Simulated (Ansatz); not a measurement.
End structure of a constructed model of the (111) surface of fcc Pt, a pseudomorphic layer of Sn in the host's stacking (bottom of the slab: a bare face, its two planes held):

```xyz
7
Lattice="2.8072 0.0000 0.0000 -1.4036 2.4311 0.0000 0.0000 0.0000 30.0000" Properties=species:S:1:pos:R:3 pbc="T T T"
Pt     0.0000     1.6207     8.0855
Pt     1.4036     0.8104    10.3776
Pt     0.0000     0.0000    12.6602
Pt     0.0000     1.6207    14.9476
Pt     1.4036     0.8104    17.2569
Pt     0.0000     0.0000    19.6311
Sn     0.0000     1.6207    22.0189
```

Model: 7-atom slab, 13.8 Å thick at the start, 15x15x1 mesh, Fermi-Dirac 0.1 eV, dipole correction, single point; on the structure that PBE left under its start's symmetry; no spin, no spin-orbit, no U. It is one candidate, not shown to be the stable structure of the face.

Problem. What is the computed work function of the top face (Ansatz (an electronic-structure program) with r2SCAN, at the PBE geometry)?

Solution. 3.70 eV
